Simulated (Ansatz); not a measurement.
The starting structures come from a database of crystals and need not be the phases stable at ambient conditions.

 Where the default PAW files enter, the runs use the earlier of Ansatz's two default sets.

Data:

```
YHSe
1.0
    3.84093     0.00000     0.00000
    0.00000     3.91555     0.00000
    1.92046     0.00000     3.32634
Y H Se
1 1 1
Direct
  0.00000   0.00000   0.00000
  0.33333   0.00000   0.33333
  0.66667   0.50000   0.66667
```

Space group of this cell: P-6m2. The cell is taken as given.

Transport runs along the normal of the first two printed cell vectors, the (100) plane of the conventional cell.

The gap is the functional's own, uncorrected, and κ follows it; spin-orbit coupling is left out. Mid-gap values are interpolated between the computed energies.

Question: Give the band gap and the smallest decay constant κ at mid-gap that Ansatz (an electronic-structure program) with r2SCAN yields.

Answer: Gap 2.06 eV on a 10×8×10 mesh; κ = 0.155 1/Å, at (0.000, 0.500) of the in-plane reciprocal vectors. At the zone centre, at the nearest computed energy, the slowest state has κ = 0.21 1/Å.
